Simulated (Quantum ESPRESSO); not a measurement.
## Short convergence ladders for CuPd (P4mm, 2 atoms in the cell)

```xyz
2
Lattice="2.9655 0.0000 0.0000 0.0000 2.9655 0.0000 0.0000 0.0000 2.9655" Properties=species:S:1:pos:R:3 pbc="T T T"
Cu     0.0000     0.0000     0.0500
Pd     1.4828     1.4828     1.4828
```

Base method: PBEsol, GBRV 1.5 ultrasoft (PBESOL) pseudopotentials (plane waves; Quantum ESPRESSO).

Base settings: ecutwfc = 50 Ry; ecutrho = 400 Ry; occupations = smearing; smearing = gauss; degauss = 0.0073499 Ry; potentials = {Cu: cu_pbesol_v1.2.uspp.F.UPF, Pd: pd_pbesol_v1.4.uspp.F.UPF}; K_POINTS = automatic 7 7 7 0 0 0; conv_thr = 1e-10 Ry.

The count of work is k-points × plane waves × bands × iterations; it is no time. Core times come from one kind of shared machine, to one figure; runs under 30 s give none.

**The k-point mesh**

The second cell is the first with its lattice scaled by 0.98.

Only quantities that move along the ladder and can be compared are tabulated.

| K_POINTS | free energy less the last step's (meV/atom) | energy of the compressed cell less the first (meV/atom) | pressure (GPa) | largest difference of a force vector from the last step's (eV/Å) | count of work / last | core time / last (rough) |
|---|---|---|---|---|---|---|
| automatic 2 2 2 0 0 0 | 1206.76 | 152.97 | 24.10 | 0.280 | 0.022 | – |
| automatic 4 4 4 0 0 0 | 75.39 | 39.43 | 1.18 | 0.016 | 0.036 | – |
| automatic 6 6 6 0 0 0 | 0.61 | 33.27 | -0.09 | 0.009 | 0.079 | – |
| automatic 7 7 7 0 0 0 | 3.92 | 28.61 | -0.77 | 0.013 | 0.079 | – |
| automatic 9 9 9 0 0 0 | 3.79 | 30.26 | -0.62 | 0.002 | 0.15 | – |
| automatic 11 11 11 0 0 0 | 1.05 | 30.23 | -0.62 | 0.001 | 0.25 | – |
| automatic 13 13 13 0 0 0 | 0.50 | 30.43 | -0.59 | 0.001 | 0.39 | 0.4 |
| automatic 16 16 16 0 0 0 | -0.45 | 30.04 | -0.72 | 0.001 | 0.73 | 0.6 |
| automatic 18 18 18 0 0 0 | 0.00 | 30.07 | -0.71 | 0.000 | 1.0 | 1 |

Coarsest K_POINTS that holds the energy of the compressed cell less the first within 1 meV/atom of the last step, with all finer ones: automatic 9 9 9 0 0 0, at 0.15 of the last step's count of work; the step before is off by 1.5 meV/atom.

Coarsest K_POINTS that holds the pressure within 1 GPa of the last step, with all finer ones: automatic 6 6 6 0 0 0, at 0.079 of the last step's count of work; the step before is off by 1.9 GPa.

Coarsest K_POINTS that holds the free energy within 5 meV/atom of the last step, with all finer ones: automatic 6 6 6 0 0 0, at 0.079 of the last step's count of work; the step before is off by 75 meV/atom.

The energy difference between the two cells stays within 1 meV/atom of the last step's from automatic 9 9 9 0 0 0 on, the total only from automatic 13 13 13 0 0 0 on: much of the error is common to both cells and cancels.

Two neighbours can agree and both be off: automatic 7 7 7 0 0 0 and automatic 9 9 9 0 0 0 differ by 0.13 meV/atom in the free energy, yet lie about 3.8 meV/atom from the last step.

**The k-point mesh at a smearing width of 0.3 eV**

In this ladder: degauss = 0.02205 Ry.

Only quantities that move along the ladder and can be compared are tabulated.

```tsv
K_POINTS	free energy less the last step's (meV/atom)	pressure (GPa)	count of work / last
automatic 4 4 4 0 0 0	64.65	1.17	0.016
automatic 5 5 5 0 0 0	1.60	-1.07	0.019
automatic 6 6 6 0 0 0	6.39	-0.17	0.043
automatic 7 7 7 0 0 0	1.01	-0.81	0.042
automatic 8 8 8 0 0 0	-1.73	-0.52	0.080
automatic 18 18 18 0 0 0	0.00	-0.62	0.59
automatic 22 22 22 0 0 0	0.00	-0.61	1.0
```

Coarsest K_POINTS that holds the pressure within 1 GPa of the last step, with all finer ones: automatic 5 5 5 0 0 0, at 0.019 of the last step's count of work; the step before is off by 1.8 GPa.

Coarsest K_POINTS that holds the free energy within 2 meV/atom of the last step, with all finer ones: automatic 7 7 7 0 0 0, at 0.042 of the last step's count of work; the step before is off by 6.4 meV/atom.

**The width of cold smearing**

In this ladder: smearing = cold; K_POINTS = automatic 12 12 12 0 0 0.

Narrow widths need finer meshes than wide ones, so the last steps can hold mesh noise.

Only quantities that move along the ladder and can be compared are tabulated; pressure and forces are left out, as mesh noise rules them at narrow widths.

| degauss | free energy less the last step's (meV/atom) | core time / last (rough) |
|---|---|---|
| 0.02205 Ry | 15.39 | 0.6 |
| 0.0147 Ry | 6.79 | 1 |
| 0.0073499 Ry | 1.03 | 0.8 |
| 0.0036749 Ry | 0.00 | 1 |

Widest degauss that holds the free energy within 5 meV/atom of the last step, with all finer ones: 0.0073499 Ry; the step before is off by 6.8 meV/atom.

On the base run: the starting cell comes from a database of computed structures (which also holds hypothetical and non-ambient phases and stackings), without a prior relaxation at this level. Its lattice was rescaled by up to half a per cent. One atom was moved a little off its site on purpose. Spin polarisation is off.

Left out of this page: 2 runs of the series outside the window shown, repeating another row's setting, or not comparable; 2 runs of the series unsound by tests on forces, stress, charge or solver warnings.
